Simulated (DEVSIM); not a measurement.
## abrupt Si n-p junction

System: abrupt Si n-p junction, at 350 K.

```
layer (left to right)  material  thickness (μm)  Nd (cm⁻³)  Na (cm⁻³)  τn (s)  τp (s)
---------------------  --------  --------------  ---------  ---------  ------  ------
1                            Si           0.160     1.5e18          -  6.2e-7  6.2e-7
2                            Si            2.60          -     5.2e13  6.2e-7  6.2e-7
```

Left contact: ohmic. Right contact: ohmic. Voltage is applied to the left contact. Recombination: SRH at mid-gap, radiative, Auger. Mobility is μmin + (μ − μmin)/(1 + (N/Nref)^α).

The device is made up for the run: typed textbook-type constants, with dimensions and the other settings drawn at random. Values at 300 K; Nc and Nv go as T^1.5, mobilities as T to minus their exponent, the gap by Varshni's rule with the affinity fixed.

```tsv
parameter	Si
gap (eV)	1.124
affinity (eV)	4.05
permittivity	11.7
Nc (cm⁻³)	2.86e19
Nv (cm⁻³)	3.1e19
μn (cm²/Vs)	1417
μp (cm²/Vs)	470
μn,min	52
μp,min	45
Nref,n	9.7e16
Nref,p	2.2e17
αn	0.68
αp	0.72
T exponent of μn	2.3
T exponent of μp	2.2
B (cm³/s)	4.7e-15
Cn (cm⁶/s)	2.8e-31
Cp (cm⁶/s)	9.9e-32
Varshni α (eV/K)	0.000473
Varshni β (K)	636
```

Model (solved in DEVSIM): 1D drift-diffusion, Boltzmann statistics, complete ionisation; no tunnelling, impact ionisation, image-force lowering or self-heating.

The potential step across the device at zero bias is 0.607 V and the largest field in the device at zero bias is 72000 V/cm. The dark forward voltage at 1 A/cm² is 0.291 V. The dark forward voltage at 100 A/cm² is 0.534 V.

Small-signal capacitance in reverse bias (quasi-static):

```json
[
 {"V (V)": "0.04", "C (nF/cm²)": "4.56"},
 {"V (V)": "0.1", "C (nF/cm²)": "4.44"},
 {"V (V)": "0.2", "C (nF/cm²)": "4.33"},
 {"V (V)": "0.3", "C (nF/cm²)": "4.27"},
 {"V (V)": "0.4", "C (nF/cm²)": "4.23"},
 {"V (V)": "0.6", "C (nF/cm²)": "4.17"},
 {"V (V)": "0.8", "C (nF/cm²)": "4.14"},
 {"V (V)": "1", "C (nF/cm²)": "4.12"},
 {"V (V)": "1.3", "C (nF/cm²)": "4.09"},
 {"V (V)": "1.6", "C (nF/cm²)": "4.08"},
 {"V (V)": "2", "C (nF/cm²)": "4.06"}
]
```

Dark reverse current:

```json
[
 {"V (V)": "0.04", "J (A/cm²)": "0.00033"},
 {"V (V)": "0.10", "J (A/cm²)": "0.00052"},
 {"V (V)": "0.20", "J (A/cm²)": "0.00070"},
 {"V (V)": "0.30", "J (A/cm²)": "0.00086"},
 {"V (V)": "0.40", "J (A/cm²)": "0.0010"},
 {"V (V)": "0.60", "J (A/cm²)": "0.0014"},
 {"V (V)": "0.80", "J (A/cm²)": "0.0017"},
 {"V (V)": "1.00", "J (A/cm²)": "0.0020"},
 {"V (V)": "1.30", "J (A/cm²)": "0.0026"},
 {"V (V)": "1.60", "J (A/cm²)": "0.0031"},
 {"V (V)": "2.00", "J (A/cm²)": "0.0037"}
]
```
